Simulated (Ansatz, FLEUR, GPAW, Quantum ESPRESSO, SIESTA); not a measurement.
## One structure in several programs: Hf2Hg (I4/mmm, 3 atoms in the cell)

Self-consistent single point, at a second geometry (lattice scaled by 0.98). First geometry:

```
Hf2Hg
1.0
   -1.65105     1.65105     5.75282
    1.65105    -1.65105     5.75282
    1.65105     1.65105    -5.75282
Hf Hg
2 1
Cartesian
  0.00000   0.00000   7.65965
  0.00000   0.00000   3.84599
  0.00000   0.00000   0.00000
```

Shared settings, as Ansatz (a quantum-chemistry and plane-wave program) writes them: kpoints.mp_grid.grid = 10 10 10; scf.occupations.method = gaussian; scf.occupations.width = 0.05 eV. Potentials and cutoffs stand in the table.

```csv
code,model,ΔF from the first geometry (meV/atom),pressure (GPa),largest force (eV/Å),cutoff
FLEUR,"LDA (Perdew-Zunger), all-electron FLAPW (FLEUR), scalar-relativistic valence",–,–,0.071,Kmax 3.8 1/bohr
Quantum ESPRESSO,"LDA (PZ), GBRV 1.5 ultrasoft (LDA) pseudopotentials",7.1,4.70,0.092,40 Ry
Ansatz,"LDA (PW92), default PAW files made with PBE",4.5,4.90,0.065,default
SIESTA,"LDA PW92, numerical atomic orbitals DZP, PseudoDojo LDA standard norm-conserving potentials (rewritten from UPF to PSML)",-28.7,0.56,0.282,grid 400 Ry
GPAW,"LDA (Perdew-Wang 92), GPAW PAW datasets LDA (gpaw-data 1.0.1)",8.3,5.44,0.023,600 eV
```

For Quantum ESPRESSO (by 0.6 GPa) the energy change implies a higher mean pressure, against the two pressures, than for the other programs: a sign of finite-basis (Pulay) stress.

A dash marks a value that a program does not give, or that is left out as unsure.

On Ansatz's run: spin-orbit coupling is off.

The spread over the programs that give each value: ΔF from the first geometry within 37.0 meV/atom; pressure within 4.88 GPa; largest force within 0.259 eV/Å.

SIESTA uses small atom-centred bases, whose incompleteness enters pressures, forces and empty levels differently from a plane-wave cutoff. FLEUR treats all electrons, but the usual bases taken here (sphere radii, linearisation, local orbitals, empty states) were not tested for convergence, so the values are no reference for the others. Ansatz's pressure is given at a fixed set of plane waves, as the other plane-wave codes print theirs; with its correction for the finite basis it is 4.93 GPa. The same LDA comes in different parametrisations, which differ slightly. In the pressure, SIESTA (by 4.33) lies more than 1 GPa from the median of the plane-wave programs. In the force vectors, SIESTA (by 0.217) lies more than 0.08 eV/Å from the median of the plane-wave programs.

The starting cell comes from a database of computed structures (which also holds hypothetical and non-ambient phases and stackings), without a prior relaxation at this level. Its lattice was rescaled by a random factor within 2.5 % of one. For this run, on top of that: lattice scaled by 0.98.

Left out of this page: Elk (not drawn, or without a comparable value).

Keys are those of Ansatz 0.2.
